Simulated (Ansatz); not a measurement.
Reference: LiPt3 (Pm-3m), PBEsol, DFPT electron-phonon coupling, linearised Boltzmann equation (plane waves, PAW, scalar-relativistic; Ansatz, a program for electronic structure); geometry: relaxed with this functional, without spin-orbit coupling.

```
LiPt3
1.0
    3.82859     0.00000     0.00000
    0.00000     3.82859     0.00000
    0.00000     0.00000     3.82859
Li Pt
1 3
Direct
  0.00000   0.00000   0.00000
  0.00000   0.50000   0.50000
  0.50000   0.00000   0.50000
  0.50000   0.50000   0.00000
```

The resistivity at 300 K comes out as 7.9 μΩ·cm. The mean free path at 300 K is 12.2 nm.

Q: Replace Pt by Pd on the same sites and relax. What happens?

A: LiPd3 (Pm-3m): volume per atom 14.0 to 13.9 Å³; resistivity at 300 K rises (7.9 μΩ·cm to 12.3 μΩ·cm); mean free path at 300 K falls (12.2 nm to 9.2 nm).

Q: Replace Li by Mg on the same sites and relax. What happens?

A: MgPt3 (Pm-3m): volume per atom 14.0 to 14.9 Å³; resistivity at 300 K rises (7.9 μΩ·cm to 12.1 μΩ·cm); mean free path at 300 K falls (12.2 nm to 7.1 nm).

Q: Swap Li for Zn, keeping the structure type. How do these values move?

A: Pt$_{3}$Zn (Pm-3m): volume per atom 14.0 to 14.5 Å³; resistivity at 300 K rises (7.9 μΩ·cm to 13.7 μΩ·cm); mean free path at 300 K falls (12.2 nm to 6.0 nm).

Moves up to 9 % count as about the same. Metals; harmonic phonons alone scatter; means over directions. The mean free path is weighted by the current that each state carries. Halving the electron mesh moves these values by up to 6 %; q meshes are mostly untested. Some of the runs warned that the eigensolver left states short of its tolerance. Spin-orbit coupling is left out.

Formula and space group known from diffraction (Crystallography Open Database), not checked to be the room-temperature form: Pt3Zn (Pm-3m). Computed structure with no diffraction record at hand here (it may be known, metastable or hypothetical): LiPd3 (Pm-3m), LiPt3 (Pm-3m), MgPt3 (Pm-3m). The missing spin-orbit coupling matters most for LiPt3 (Pm-3m), MgPt3 (Pm-3m), Pt3Zn (Pm-3m).
